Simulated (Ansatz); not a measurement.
fluorite-type CoSi2 (0 0 1) on Si0.5Ge0.5, ordered in pairs of (001) planes (0 0 1) (film strained to the substrate, faces as cut)

A periodic stack without vacuum, fluorite-type CoSi2 (0 0 1) on Si0.5Ge0.5, ordered in pairs of (001) planes (0 0 1) (film strained to the substrate, faces as cut): substrate slab Ge12Si8, film Co8Si16, surface cells [[-2, 0], [-1, -1]] and [[-2, 0], [-1, -1]], film strained by +4.4 and +4.6 %, faces Ge/Ge and Si/Co as cut (like faces can put a slab off its formula).

The start was prepared with a machine-learned potential, and the result is one local minimum, with the in-plane cell held and forces under 0.04 eV/Å; the film can end far from its bulk form.

Calculation: PBE (plane waves to 420 eV, PAW; Ansatz, an electronic-structure program). No spin–orbit coupling; the runs are not spin-polarised; PBE gaps are too small against experiment. Its k-point mesh 4×7×1, Fermi–Dirac width 0.05 eV.

The interface area is 31.4 Å². The period is 24.81 Å and the gaps between the outermost planes at the two interfaces is 1.68 and 1.37 Å. The Ge–Si contacts across the interfaces within 1.22 times the sum of covalent radii is 10, mean 2.65 Å. The Co–Ge contacts across the interfaces within 1.22 times the sum of covalent radii is 4, mean 2.41 Å.

```xyz
44
Lattice="7.9262 -0.0014 -0.0850 -0.0012 3.9536 -0.1825 2.6951 -0.8384 24.8475" Properties=species:S:1:pos:R:3 pbc="T T T"
Ge     3.9998     3.7675     0.3051
Ge     7.9629     3.7667     0.2626
Ge     3.9884     1.8580     1.8564
Ge     7.9515     1.8573     1.8139
Ge     4.0321     4.0278     5.8898
Ge     7.9951     4.0271     5.8473
Ge     4.0488     2.1193     7.4519
Ge     8.0119     2.1186     7.4094
Ge     4.1108     4.2977    11.4993
Ge     8.0739     4.2970    11.4568
Ge     4.0940     2.3941    13.1796
Ge     8.0571     2.3934    13.1371
Si     5.9856     1.9275     3.2362
Si     2.0226     1.9282     3.2787
Si     2.0354     3.9665     4.5138
Si     5.9984     3.9658     4.4713
Si     6.0464     2.1799     8.8297
Si     2.0833     2.1806     8.8722
Si     2.1087     4.2185    10.1063
Si     6.0718     4.2178    10.0638
Co     8.6012     2.6619    18.7304
Co     4.6381     2.6626    18.7729
Co     2.5711     0.5603    16.2433
Co     6.5341     0.5596    16.2008
Co     8.6542     2.8856    23.7635
Co     4.6911     2.8863    23.8060
Co     2.6786     0.8078    21.4572
Co     6.6417     0.8071    21.4147
Si     6.6126     2.6007    17.4774
Si     2.6495     2.6014    17.5199
Si     8.5415     0.6274    17.5760
Si     4.5785     0.6281    17.6185
Si     8.5143     0.5094    15.0625
Si     4.5512     0.5101    15.1050
Si     6.2775     2.4777    14.8312
Si     2.3145     2.4784    14.8737
Si     6.6594     2.8433    22.5953
Si     2.6964     2.8440    22.6378
Si     8.6357     0.8592    22.6994
Si     4.6726     0.8599    22.7419
Si     8.6101     0.7460    20.1327
Si     4.6470     0.7467    20.1752
Si     6.6321     2.7224    20.0244
Si     2.6690     2.7231    20.0669
```
